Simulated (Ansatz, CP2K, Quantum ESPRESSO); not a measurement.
## Code comparison for LaSbTe (P4/nmm, 6 atoms in the cell)

Self-consistent single point.

```
LaSbTe
1.0
    4.45397     0.00000     0.00000
    0.00000     4.45397     0.00000
    0.00000     0.00000     9.83738
La Sb Te
2 2 2
Cartesian
  0.00000   2.22698   7.10574
  2.22698   0.00000   2.73164
  0.00000   0.00000   0.00000
  2.22698   2.22698   0.00000
  0.00000   2.22698   3.66472
  2.22698   0.00000   6.17266
```

All programs got the same cell, k-point mesh and kind of occupations (in Ansatz's words: kpoints.mp_grid.grid = 5 5 3; scf.occupations.method = fermi_dirac; scf.occupations.width = 0.1 eV); potentials, basis and cutoffs are each program's usual ones.

| code | model | pressure (GPa) | largest force (eV/Å) | k-points | cutoff |
|---|---|---|---|---|---|
| Quantum ESPRESSO | PBEsol, GBRV 1.5 ultrasoft (PBESOL) pseudopotentials | -3.88 | 0.057 | 12 | 40 Ry |
| Ansatz | PBEsol, PAW files made with PBE | -3.94 | 0.040 | 12 | 420 eV |
| CP2K | PBEsol, GPW, DZVP-MOLOPT-SR-GTH basis, GTH-PBE potentials (GTH_POTENTIALS) | -2.37 | 0.125 | 38 | grid 500 Ry |

The spread over the programs that give each value: pressure within 1.57 GPa; largest force within 0.085 eV/Å.

The starting cell comes from a database of computed structures (which also holds hypothetical and non-ambient phases and stackings), without a prior relaxation at this level. Its lattice was rescaled by a random factor within 2.5 % of one. On Ansatz's run: Spin-orbit coupling is off. In the base run, with a pressure of about -4 GPa the cell is away from its equilibrium volume at this level.

### Question
Why do the programs differ, and what cannot be compared?

### Answer
Differences of this kind can come from the potentials, where these differ, and from what each basis and cutoff leave unconverged. The valence holds different numbers of electrons (Quantum ESPRESSO 64, Ansatz (a quantum-chemistry and plane-wave program) 84, CP2K 44). The zero of total energies and Fermi levels follows the potentials and each program's conventions, so they are not compared here. CP2K uses small atom-centred bases, whose incompleteness enters pressures, forces and empty levels differently from a plane-wave cutoff. Ansatz's pressure is given at a fixed set of plane waves, as the other plane-wave codes print theirs. The programs reduce the same mesh by symmetry to different extents, which changes the work and not the result. In the pressure, CP2K (by 1.54) lies more than 1 GPa from the median of the plane-wave programs.

Left out of this page: ABINIT (stopped by limits of time or memory); Elk (not drawn, or without a comparable value).

Keys are those of Ansatz 0.2.
